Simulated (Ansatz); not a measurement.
The starting structures come from a database of crystals and need not be the phases stable at ambient conditions.

 Where the default PAW files enter, the runs use the earlier of Ansatz's two default sets.

Inside the gap of an insulator the Bloch states are evanescent, with a wavenumber k + iκ along the transport direction.

Consider the following.

```yaml
crystal:
  lattice:
    - [4.33371, 0.00000, 0.00000]
    - [0.00000, 7.55766, 0.00000]
    - [2.16685, -3.77883, 3.21868]
  atoms:
    - { symbol: Cs, position: [0.00000, 0.25356, 0.00000] }
    - { symbol: Cs, position: [0.00000, 0.74644, 0.00000] }
    - { symbol: O, position: [0.38280, 0.61720, 0.23440] }
    - { symbol: O, position: [0.61720, 0.38280, 0.76560] }
```

Space group of this cell: Immm. The cell is taken as given.

Transport runs along the normal of the first two printed cell vectors.

The gap is the functional's own. No spin-orbit coupling. Mid-gap values are interpolated on the energy grid.

Task: Estimate the band gap and the smallest decay constant κ at mid-gap that r2SCAN run with Ansatz (an electronic-structure program) returns for this system.

Result: Gap 2.14 eV on a 10×10×10 mesh; κ = 0.370 1/Å, at the zone centre.
